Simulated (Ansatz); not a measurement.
**Band gap of Ba2ZnSe3 (Pnma, No. 62; cell taken from a computed entry) at several levels of theory**

No measured value is used here.

| level (code) | value (eV) |
|---|---|
| LDA (Ansatz) | 1.61 |
| PBEsol (Ansatz) | 1.66 |
| r²SCAN+SOC (Ansatz) | 2.01 (direct) |
| HSE06 (Ansatz) | ? |
| PBE0 (Ansatz) | 3.25 |

Question: Complete the blanks.

Answer: 
- HSE06 (Ansatz, a quantum-chemistry and plane-wave program), value (eV): 2.58

Computed values are for a static lattice. Levels without +SOC have no spin–orbit coupling; where heavier elements are present it shifts gaps, mostly down, and can invert bands.  r²SCAN+SOC: the gap is read on the k mesh or supercell of the run alone and can be too large. Values are at the PBEsol cell. Cutoffs and k meshes differ between the levels. Ansatz's density-functional and Hartree–Fock values are scalar-relativistic unless marked +SOC, with PAW data made under PBE.
